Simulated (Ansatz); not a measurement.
## Effect of isotropic strain +0.75 % on SiC

Consider SiC (space group P6_3mc, No. 186; a = 3.0781 Å, c = 10.0760 Å).

The change: an isotropic linear strain of +0.75 %; the atoms relax in the strained cell.

The values are results of PBEsol (Ansatz, an electronic-structure program, PAW, spin-orbit coupling left out), not measurements. Γ-centred 12×12×4 mesh, Fermi–Dirac width 0.05 eV.

| quantity | base | changed | shift |
|---|---|---|---|
| volume per atom | 10.33 Å³ | 10.57 Å³ | +0.234 Å³ |
| space group | P6_3mc (No. 186) | P6_3mc (No. 186) | – |
| shortest interatomic distance | 1.883 Å | 1.898 Å | +0.0141 Å |
| energy relative to the base (free energy F) | 0 meV/atom | +3.6 meV/atom | +3.6 meV/atom |
| pressure (mean of the normal stresses, compression positive) | -0.01 GPa | -4.77 GPa | -4.767 GPa |
| band gap | 2.12 eV | 2.11 eV | -0.01 eV |
| gap character | indirect, Γ → M | indirect, Γ → M | – |
| smallest direct gap | 3.24 eV | 3.23 eV | -0.01 eV |
| mean gap deformation potential ΔEg/Δln V | – | -0.2 eV | – |
| valence-band top at Γ (three highest levels, from the VBM) | 0.00, 0.00, -0.05 eV | 0.00, 0.00, -0.05 eV | – |

No phonon test of stability was made.
